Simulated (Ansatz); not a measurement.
Functionals compared on a constructed model of the (0001) surface of 4H silicon carbide, Si-terminated, (√3x√3)R30° Bi adatom at H3 (bottom of the slab: 3 H on 3 bottom sites), in Ansatz (plane waves, PAW). The structure was relaxed with PBE; the other rows are single points on it. Cutoff 420 eV (500 eV for r2SCAN). HSE06 used the coarser mesh 4x4x1.

Slab: 28 atoms, 11.4 Å thick at the start with caps and adatoms (thin: gaps and levels are the slab's own); k 6x6x1, smearing 0.025 eV, dipole-corrected; 6 atoms held, the rest relaxed; start symmetry kept, larger cells not searched; no spin, no spin-orbit, no U. In PBE it lies 0.10 eV a 1x1 cell over the lowest computed structure of the same composition ((√3x√3)R30° Bi adatom at T4). These notes are the PBE run's.

```csv
functional,gap of the slab on its k-mesh (eV),highest filled level below the top vacuum level (eV),rough cost of the single point
PBE,1.75,5.01,–
r2SCAN,1.98,5.25,roughly 50 core-seconds
```

Ansatz is an electronic-structure program.
